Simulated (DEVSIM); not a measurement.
Structure: W/SiO2/p-Si capacitor, at 300 K.

Layer 1 from the left is SiO2, thickness (nm) 8.50. Layer 2 from the left is Si, thickness (nm) 8500, Na (cm⁻³) 4.6e15.

Metal gate on the left, work function 4.6 eV. Fixed charge at the semiconductor interface 0 cm⁻² (in units of +e); no interface traps.

Constants are typed, rounded textbook-type inputs, not results; the design itself was drawn at random and stands for no fabricated device. Values at 300 K.

SiO2: gap (eV) 9, affinity (eV) 0.9, permittivity 3.9. Si: gap (eV) 1.124, affinity (eV) 4.05, permittivity 11.7, Nc (cm⁻³) 2.86e19, Nv (cm⁻³) 3.1e19.

Question: Estimate by hand the flat-band voltage, the threshold voltage, and compare with a numerical solution.

Answer: 
- Flat-band voltage: C = 0.406 μF/cm², work-function difference -0.346 V; VFB = φms − qNf/C = -0.35 V; numerical -0.35 V.
- Threshold voltage: φF = 0.335 V, depletion charge √(4εqNφF) = 3.20e-8 C/cm²; VT = VFB + 2φF + Qd/C = 0.40 V; numerical 0.40 V.

Simulated with DEVSIM: 1D Poisson equation in equilibrium, Boltzmann statistics, complete ionisation; no quantum confinement or tunnelling. Metal contacts follow the ideal Schottky-Mott rule: no Fermi-level pinning, no interface dipoles.
